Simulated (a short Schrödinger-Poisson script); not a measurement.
Stack: gated In0.52Al0.48As/In0.53Ga0.47As δ-doped gas in a quantum well, at 20 K.

```
layer        material  thickness (nm)  Na (cm⁻³)
-----  --------------  --------------  ---------
1      In0.52Al0.48As               8          -
2      In0.52Al0.48As              10          -
3      In0.53Ga0.47As              15          -
4      In0.52Al0.48As            4000       7e15
```

Constants are typed, rounded textbook-type inputs, not results; the design itself was drawn at random and stands for no fabricated device. In0.52Al0.48As: permittivity 12.5, conduction-band edge (eV) 0.52, gap (eV) 1.45, electron mass (mₑ) 0.075, Nv at 300 K (cm⁻³) 1.1e19. In0.53Ga0.47As: permittivity 13.9, conduction-band edge (eV) 0, gap (eV) 0.74, Nv at 300 K (cm⁻³) 7.7e18.

Channel valleys (confinement mass, in-plane density-of-states mass, number): Γ 0.041, 0.041, 1. At the gate the conduction-band edge of layer 1 lies 0.65 eV − eVg above the Fermi level of the channel; the field vanishes at the back. Sheet of ionised δ-doping: +2e12 e/cm² at 8 nm from the gate. The barrier under the gate holds no holes. Gaps are held at their typed values at every temperature. Mesh 0.08 nm at interfaces.

From a short Schrödinger-Poisson script (our own, NumPy): 1D Poisson equation in equilibrium, electrons quantum, Hartree plus LDA exchange-correlation (BenDaniel-Duke, 40 states a valley, the channel's in-plane mass for all, wave functions free to enter the barrier), parabolic valleys, classical holes, full ionisation, no traps, pinning or gate leakage.

The same stack at other levels of the model or other numerical settings:

| run | sheet density of all electrons at Vg = 0.4 V (cm⁻²) | capacitance at Vg = 0.4 V (μF/cm²) | centroid of the channel electrons at Vg = 0.4 V (nm) | gate voltage at 1e11 electrons/cm² (V) | rough cost against the base |
|---|---|---|---|---|---|
| base | 1.04e12 | 0.452 | 5.26 | 0.07 | about 1 |
| electrons treated as classical, Boltzmann | 1.56e12 | 0.609 | 0.27 | 0.02 | 0.03 |
| electrons treated as classical, Fermi-Dirac | 1.07e12 | 0.458 | 4.54 | 0.04 | 0.1 |
| electrons treated as quantum, Hartree | 1.00e12 | 0.447 | 5.34 | 0.07 | about 1 |
| mesh six times as coarse | 1.04e12 | 0.452 | 5.24 | 0.07 | 0.3 |
| one subband a valley | 1.04e12 | 0.452 | 5.26 | 0.07 | 0.3 |

The classical rows ignore confinement, and Boltzmann statistics overrate the density once the band edge passes the Fermi level.
